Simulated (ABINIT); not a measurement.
## Short convergence ladders for CoAl (P4mm, 2 atoms in the cell)

```
CELL_PARAMETERS angstrom
      2.85142     0.00000     0.00000
      0.00000     2.85142     0.00000
      0.00000     0.00000     2.85142
ATOMIC_POSITIONS crystal
  Al 0.50000 0.50000 0.51753
  Co 0.00000 0.00000 0.00000
```

Base method: PBEsol, norm-conserving pseudopotentials (PseudoDojo nc-sr-04 PBEsol standard) (plane waves; ABINIT).

Base settings: pseudos = [Al.upf, Co.upf]; ecut = 96 Ry; occopt = 7; tsmear = 0.1 eV; ngkpt = 5 5 5; nshiftk = 1; shiftk = 0 0 0; potentials = PseudoDojo nc-sr-04 PBEsol standard; nband = 15; kptopt = 1.

The count of work is k-points × plane waves × bands × iterations; it is no time. Core times come from one kind of shared machine, to one figure; runs under 30 s give none.

**The k-point mesh**

The second cell is the first with its lattice scaled by 0.98.

Only quantities that move along the ladder and can be compared are tabulated.

| ngkpt | free energy less the last step's (meV/atom) | energy of the compressed cell less the first (meV/atom) | pressure (GPa) | largest difference of a force vector from the last step's (eV/Å) | count of work / last | core time / last (rough) |
|---|---|---|---|---|---|---|
| 2 2 2 | 209.07 | 38.80 | 2.65 | 0.095 | 0.026 | – |
| 4 4 4 | 59.09 | 8.58 | -3.67 | 0.002 | 0.14 | – |
| 5 5 5 | -5.73 | -0.43 | -5.67 | 0.004 | 0.14 | 0.2 |
| 7 7 7 | -1.21 | 0.56 | -5.48 | 0.001 | 0.32 | 0.3 |
| 8 8 8 | 3.34 | 1.58 | -5.24 | 0.000 | 0.59 | 0.6 |
| 10 10 10 | 0.00 | 1.06 | -5.36 | 0.000 | 1.0 | 1 |

Coarsest ngkpt that holds the free energy within 5 meV/atom: not settled: the last two steps still differ by 3.3 meV/atom, over half the tolerance, so the ladder does not show it.

Coarsest ngkpt that holds the pressure within 1 GPa of the last step, with all finer ones: 5 5 5, at 0.14 of the last step's count of work and about 0.2 of the last step's time; the step before is off by 1.7 GPa.

Coarsest ngkpt that holds the forces within 0.01 eV/Å of the last step, with all finer ones: 4 4 4, at 0.14 of the last step's count of work; the step before is off by 0.095 eV/Å.

**The k-point mesh at a smearing width of 0.05 eV**

In this ladder: tsmear = 0.05 eV.

Only quantities that move along the ladder and can be compared are tabulated.

| ngkpt | free energy less the last step's (meV/atom) | pressure (GPa) | count of work / last | core time / last (rough) |
|---|---|---|---|---|
| 4 4 4 | 60.97 | -3.60 | 0.068 | – |
| 6 6 6 | 1.68 | -5.09 | 0.14 | 0.2 |
| 7 7 7 | -2.03 | -5.48 | 0.14 | 0.2 |
| 10 10 10 | -0.75 | -5.40 | 0.44 | 0.6 |
| 15 15 15 | 0.00 | -5.34 | 1.0 | 1 |

Coarsest ngkpt that holds the free energy within 5 meV/atom of the last step, with all finer ones: 6 6 6, at 0.14 of the last step's count of work and about 0.2 of the last step's time; the step before is off by 61 meV/atom.

Coarsest ngkpt that holds the pressure within 1 GPa of the last step, with all finer ones: 6 6 6, at 0.14 of the last step's count of work and about 0.2 of the last step's time; the step before is off by 1.7 GPa.

**The SCF threshold**

The mesh stays at the base's, so the ladder's end is converged at best in this setting alone.

Only quantities that move along the ladder and can be compared are tabulated.

```tsv
toldfe	pressure (GPa)
0.0037 Ha	-5.26
3.7e-05 Ha	-5.56
3.7e-07 Ha	-5.65
1e-09 Ha	-5.67
```

Coarsest toldfe that holds the pressure within 0.05 GPa of the last step, with all finer ones: 3.7e-07 Ha; the step before is off by 0.11 GPa.

On the base run: the starting cell has typed, rounded lattice constants, without a prior relaxation at this level. Its lattice was rescaled by up to half a per cent. One atom was moved a little off its site on purpose. Spin polarisation is off. In the base run, with a pressure of about -6 GPa the cell is away from its equilibrium volume at this level. Without a gap this mesh is coarse (it stands for a supercell whose shortest vector is 14 Å).

Left out of this page: 1 run of the series failed or unconverged.
